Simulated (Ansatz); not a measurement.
YN under a change: biaxial strain −1.00 %, plane normal [001], relaxed out of plane

The reference is YN in the rock salt structure (space group Fm-3m, No. 225; a = 4.856 Å). Axes: x, y, z lie along the cube axes.

One thing is altered: biaxial strain −1.00 %, plane normal [001], relaxed out of plane (Cartesian); in-plane vectors clamped, the third vector and the atoms free.

All numbers come from PBEsol/PAW in Ansatz (a program for electronic structure), scalar-relativistic without spin-orbit coupling. Settings: 12×12×12 k-points, 0.05 eV Fermi–Dirac smearing.

The space group changes from Fm-3m (No. 225) to I4/mmm (No. 139) and the shortest interatomic distance decreases by 0.024 Å, from 2.428 Å to 2.404 Å. The energy rises by 3.6 meV/atom and the band gap becomes zero (base: 0.08 eV). The valley order (the lowest conduction-band minima on the path, energy above the VBM, named in the base's zone) changes from X along ⟨100⟩ 0.08 eV to X along [100] 0.01 eV; X along [001] 0.05 eV and the out-of-plane strain comes out as +0.49 % (rough). The mean in-plane stress (compression positive) amounts to +4.2 GPa (rough).

Final structure (turned so that z lies along the plane normal):

```yaml
crystal:
  lattice:
    - [3.39949, 0.00000, 0.00000]
    - [0.00000, 3.39949, 0.00000]
    - [1.69974, -1.69974, 2.43990]
  atoms:
    - { symbol: Y, position: [0.00000, 0.00000, 0.00000] }
    - { symbol: N, position: [0.50000, 0.50000, 0.00000] }
```

Cost of the whole job for the changed cell (relaxation, final SCF and bands): roughly 18 core-seconds.

Without a gap, meshes like the base's 12×12×12 leave anisotropic stresses uncertain by several tenths of a GPa, and small strain energies with them. Stability against distortions was not tested. All final runs are without spin polarisation. Gaps under 0.05 eV, about the width of the smearing, are given as zero. A zero or small gap of YN can be the functional's error rather than a property of the material.
